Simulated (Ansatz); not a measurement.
System: interstitial Mg in wurtzite ZnO (charge state +2). The step: a concerted move, in which Mg travels most; the atom moves 2.64 Å along (0.00, 0.00, 0.50) of the unit cell; the moving atom starts with neighbours 3 O at 2.03, 2 O at 2.33, O at 2.35; 3 Zn at 2.46 Å and ends with 3 O at 2.03, 2 O at 2.33, O at 2.35; 3 Zn at 2.46 Å. A PBE band in Ansatz (plane-wave PAW, one k-point at (0.125, 0.250, 0.250), 72 host sites, 67 SCF runs with any check of the saddle's order, static, no finite-size correction) gives a forward barrier of 1.16 eV. The program found a first-order saddle point. The charge state is imposed; whether it is stable for some Fermi level was not computed. Sites that were not tried may lie lower.

Single points at the band's start and saddle point can refine it. Rough cost of one point, in units of the band's mean SCF on the same machine:

```
Level                                                     Cost of one point
--------------------------------------------------------  -----------------
PBE, a 2×2×2 k-point mesh shifted by half a step along c            about 4
r2SCAN at 500 eV, one k-point at (0.125, 0.250, 0.250)              about 2
```

Q: Which of these move the barrier by more than 0.1 eV, and how far does each move it?

A: Not one does. PBE, a 2×2×2 k-point mesh shifted by half a step along c: 0.00 eV; r2SCAN at 500 eV, one k-point at (0.125, 0.250, 0.250): -0.02 eV. Each functional is compared with PBE at the same k-points.

Ansatz is an electronic-structure program.
